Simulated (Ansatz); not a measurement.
We consider C11b WSi2, described by rVV10 in Ansatz (PAW).

Numerical settings: plane-wave cutoff 500 eV, 18×18×18 k mesh, Fermi–Dirac smearing 0.05 eV, no spin polarisation, scalar-relativistic PAW data made under PBE.

Computed at the level's own relaxed cell.

Give the computed volume per atom, equilibrium lattice constant a and c axis length.


- volume per atom: 13.82 Å³/atom
- equilibrium lattice constant a: 3.240 Å
- c axis length: 7.898 Å

Measured, for comparison: lattice constant a 3.214 Å, lattice parameter c 7.831 Å (temperature not stated, no zero-point or thermal correction; as tabulated in Pavlosiuk et al. (2022), arXiv:2202.05362). Computed (rounded) less measured: lattice constant a +0.8 %, lattice parameter c +0.9 %.

Spin–orbit coupling is not included.

The computed numbers hold no vibrational or temperature effects.

Ansatz is a quantum-chemistry and plane-wave program.
